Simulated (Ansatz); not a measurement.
The reference is TlBr in the CsCl type structure (space group Pm-3m, No. 221; a = 3.915 Å). Axes: x, y, z lie along the cube axes.

Method: Kohn–Sham DFT with the PBEsol functional, run in Ansatz (a first-principles code) with PAW and 420 eV plane waves, spin-orbit coupling left out.

Strains are applied to the cell and any free atomic positions relax; under biaxial strain the out-of-plane vector relaxes too.

One change was made to it. Results:

| quantity | base | after |
|---|---|---|
| band gap | 1.59 eV | 1.29 eV |
| pressure (mean of the normal stresses, compression positive) | 0.0 kbar | 7.9 kbar |
| energy relative to the base (free energy F) | 0 meV/atom | +5.4 meV/atom |

### Question
Which change produced these results?
(A) biaxial strain +0.50 %, plane normal [001], relaxed out of plane
(B) biaxial strain −1.50 %, plane normal [001], relaxed out of plane
(C) biaxial strain −3.00 %, plane normal [001], relaxed out of plane
(D) biaxial strain −2.50 %, plane normal [001], relaxed out of plane
(E) biaxial strain +1.00 %, plane normal [001], relaxed out of plane

### Answer
D, biaxial strain −2.50 %, plane normal [001], relaxed out of plane. For comparison, the band gap in the other runs: biaxial strain +1.00 %, plane normal [001], relaxed out of plane gives 1.53 eV; biaxial strain −3.00 %, plane normal [001], relaxed out of plane gives 1.23 eV; biaxial strain −1.50 %, plane normal [001], relaxed out of plane gives 1.42 eV; biaxial strain +0.50 %, plane normal [001], relaxed out of plane gives 1.56 eV.

Spin-orbit coupling, missing from the scalar runs, can matter with Tl. Whether these cells are dynamically stable was not tested.
